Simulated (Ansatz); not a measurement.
## InSb in the zinc blende structure (space group F-43m, No. 216)

Space group F-43m (No. 216); a = b = c = 6.5561 Å, α = β = γ = 90.00°

```
atom  site  symmetry       x       y       z
----  ----  --------  ------  ------  ------
In      4a      -43m  0.0000  0.0000  0.0000
Sb      4d      -43m  0.7500  0.7500  0.7500
```
(The calculation used a cell of 2 atoms; values per cell refer to that cell.)

All numbers come from Ansatz (a quantum-chemistry and plane-wave program), r2SCAN, PAW, cutoff 500 eV, without spin-orbit coupling. Settings: 12×12×12 k-points, 0.05 eV Fermi–Dirac smearing.

- Volume per atom: 35.23 Å³
- Density: 5.58 g/cm³
- Band gap: zero
- Lowest conduction-band minima above the VBM: Γ 0.02 eV; L along ⟨111⟩ 0.77 eV; a point along ⟨100⟩, about 0.8 Å⁻¹ from Γ 1.48 eV
- Total energy: -6055.721 eV/atom (σ→0; compares only within this code and set-up)

With Sb present, leaving out spin-orbit coupling can change the band edges. No phonon test of stability was made. All final runs are without spin polarisation. Gaps under 0.05 eV, about the width of the smearing, are given as zero. The zero or small gap of InSb can change with the level of theory.
